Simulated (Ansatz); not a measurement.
Functionals compared on the (322) surface of diamond in its 1x1 cell, relaxed from an ideal cut (the real face may reconstruct), with unlike faces, outermost plane spacing 0.22 Å in the ideal cut (in the relaxation 1 C–C bonds formed), in Ansatz (plane waves, PAW). The structure was relaxed with PBE; the other rows are single points on it, each with its references at the same level. Cutoff 420 eV (500 eV for r2SCAN). The surface energy is the mean of two unlike faces.

Set-up: 53 atoms, 11.3 Å thick at the start; mesh 10x3x1; 0.025 eV smearing; dipole correction on; all atoms relaxed; symmetry of the start imposed; no spin (no spin-polarised run to compare, though such a face may carry moments), no spin-orbit, no U. The slab shows no gap on its mesh. These notes are the PBE run's.

```tsv
functional	surface energy (J/m²)	work function of the top face (eV)	ionisation potential (eV)	rough cost of the single point
PBE	5.84	5.06	6.81	–
LDA	[?]	[?]	[?]	roughly 2.2 core-minutes
PBEsol	6.22	5.12	6.84	about 120 core-seconds (a rough figure)
RPBE	5.54	4.94	6.68	roughly 2.1 core-minutes
r2SCAN	6.34	5.17	6.99	around 4 core-minutes (rough)
```

**Question.** Some entries are withheld; supply them.

**Answer.** 
- LDA, surface energy (J/m²): 6.53
- LDA, work function of the top face (eV): 5.36
- LDA, ionisation potential (eV): 7.11

Ansatz is a quantum-chemistry and plane-wave program.
